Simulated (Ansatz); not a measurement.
Take VBiO₄ (space group I4_1/a, No. 88; a = 5.121 Å, c = 11.623 Å) as the base. Axes: x, y, z lie along a, b, c of the conventional cell.

Level of theory: r2SCAN (Ansatz, an electronic-structure program; PAW; 500 eV plane waves; spin-orbit coupling left out), earlier PAW set.

Strains are applied to the cell and any free atomic positions relax.

One change was made to it. Results:

| quantity | base | after |
|---|---|---|
| largest internal atomic displacement | – | 0.027 Å |
| energy relative to the base (free energy F) | 0 meV/atom | +8.8 meV/atom |

Problem. Which of these changes matches the shifts?
A) isotropic strain +5.34 %
B) strain tensor (xx, yy, zz, yz, xz, xy) = (−1.03, −1.05, −1.74, +0.47, +0.24, +0.27) %
C) isotropic strain +5.16 %

Solution. B, strain tensor (xx, yy, zz, yz, xz, xy) = (−1.03, −1.05, −1.74, +0.47, +0.24, +0.27) %. For comparison, the energy relative to the base in the other runs: isotropic strain +5.16 % gives +112 meV/atom; isotropic strain +5.34 % gives +119 meV/atom.

Stability against distortions was not tested. Seeded moments were not kept for the base. The final runs are not spin-polarised.
